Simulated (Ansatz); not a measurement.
The starting structures come from a database of crystals and need not be the phases stable at ambient conditions.

 Where the default PAW files enter, the runs use the earlier of Ansatz's two default sets.

**Evanescent states of Ga$_{2}$AsP (R3m, not sure to be the ambient phase, 4 atoms a cell, 21.5 Å³ an atom) along the normal of (101)**

All values below come from r2SCAN (plane waves, PAW; Ansatz, a program for electronic structure).

The gap is the functional's own, uncorrected, and κ follows it; spin-orbit coupling is left out. Mid-gap values are interpolated between the computed energies.

Energies count from the valence-band top; κ is the least over a 8×6 mesh across the current.

| E (eV) | κ (1/Å) | where |
|---|---|---|
| 0.04 | 0.029 | Γ |
| 0.14 | 0.049 | Γ |
| 0.23 | 0.061 | Γ |
| 0.32 | 0.070 | Γ |
| 0.41 | 0.077 | Γ |
| 0.49 | 0.082 | Γ |
| 0.58 | 0.086 | Γ |
| 0.68 | 0.088 | Γ |
| 0.77 | 0.089 | Γ |
| 0.85 | 0.089 | Γ |
| 0.94 | 0.088 | Γ |
| 1.03 | 0.085 | Γ |
| 1.12 | 0.081 | Γ |
| 1.22 | 0.074 | Γ |
| 1.30 | 0.063 | Γ |
| 1.40 | 0.044 | Γ |

### Question
How thick must the barrier be to attenuate the transmission by 10^6 when the electrodes' Fermi level lies at 1.12 eV, and what attenuation does that film give at 0.14 eV?

### Answer
d = 6 ln 10 / (2 × 0.081) = 85.3 Å. At 0.14 eV it gives 6 × 0.049/0.081 = 3.6 decades.
